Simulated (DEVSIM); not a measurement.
Structure: Ru/SiO2/p-Si capacitor, at 300 K.

| layer (left to right) | material | thickness (nm) | Na (cm⁻³) |
|---|---|---|---|
| 1 | SiO2 | 4.50 | - |
| 2 | Si | 2300 | 6.2e16 |

Metal gate on the left, work function 4.7 eV. Fixed charge at the semiconductor interface -1.2e10 cm⁻² (in units of +e); no interface traps.

Constants are typed, rounded textbook-type inputs, not results; the design itself was drawn at random and stands for no fabricated device. Values at 300 K; Nc and Nv go as T^1.5, mobilities as T to minus their exponent, the gap by Varshni's rule with the affinity fixed.

```csv
parameter,SiO2,Si
gap (eV),9,1.124
affinity (eV),0.9,4.05
permittivity,3.9,11.7
Nc (cm⁻³),-,2.86e19
Nv (cm⁻³),-,3.1e19
Varshni α (eV/K),-,0.000473
Varshni β (K),-,636
```

Simulated with DEVSIM: 1D Poisson equation in equilibrium, Boltzmann statistics, complete ionisation; no quantum confinement or tunnelling. Metal contacts follow the ideal Schottky-Mott rule: no Fermi-level pinning, no interface dipoles.

Base results: threshold voltage (band bending 2φF) (V) 0.66; capacitance of the dielectric stack (μF/cm²) 0.767; flat-band voltage (V) -0.31; minimum of the low-frequency capacitance (μF/cm²) 0.0808.

Q: What follows from this one change: SiO2 thickness 0.0045 → 0.0054 μm?

A: threshold voltage (band bending 2φF) 0.66 → 0.70 V; capacitance of the dielectric stack 0.767 → 0.639 μF/cm²; flat-band voltage little changed (-0.31 V); minimum of the low-frequency capacitance 0.0808 → 0.0786 μF/cm².

Q: What follows from this one change: fixed charge -1.2e+10 → 9.33e+11 cm^-2?

A: threshold voltage (band bending 2φF) 0.66 → 0.46 V; capacitance of the dielectric stack little changed (0.767 μF/cm²); flat-band voltage -0.31 → -0.51 V; minimum of the low-frequency capacitance little changed (0.0809 μF/cm²).

Q: What follows from this one change: interface trap density 0 → 3e+11 cm^-2 eV^-1?

A: threshold voltage (band bending 2φF) 0.66 → 0.69 V; capacitance of the dielectric stack little changed (0.767 μF/cm²); flat-band voltage -0.31 → -0.34 V; minimum of the low-frequency capacitance 0.0808 → 0.117 μF/cm².

Q: What follows from this one change: temperature 300 → 400 K?

A: threshold voltage (band bending 2φF) 0.66 → 0.58 V; capacitance of the dielectric stack little changed (0.767 μF/cm²); flat-band voltage -0.31 → -0.21 V; minimum of the low-frequency capacitance 0.0808 → 0.0944 μF/cm².

Q: What follows from this one change: substrate doping 6.2e+16 → 3.1e+15 cm^-3?

A: threshold voltage (band bending 2φF) 0.66 → 0.45 V; capacitance of the dielectric stack little changed (0.767 μF/cm²); flat-band voltage -0.31 → -0.23 V; minimum of the low-frequency capacitance 0.0808 → 0.0226 μF/cm².
